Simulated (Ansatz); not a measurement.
Base system: InSe in the beta-GaS type structure (space group P6_3/mmc, No. 194; a = 4.016 Å, c = 16.926 Å; layered, stacked along the Cartesian z axis).

Now apply this change: a hydrostatic pressure of 4.5 GPa.

Levels (all Ansatz, an electronic-structure program, PAW, earlier PAW set): r2SCAN+rVV10 (500 eV, without spin-orbit coupling); HSE06 (420 eV, no spin-orbit coupling).

The geometry is relaxed with r2SCAN+rVV10.

| Property | Result |
|---|---|
| r2SCAN+rVV10 band gap | 1.12 eV |

With HSE06 at the same geometry, the band gap rises by 0.34 eV to 1.46 eV.

Single points use the geometry relaxed with r2SCAN+rVV10. Their cutoffs differ, which shifts pressures a little. Load acts through the strain it causes; cell and atoms are relaxed under it. No phonon test of stability was made.
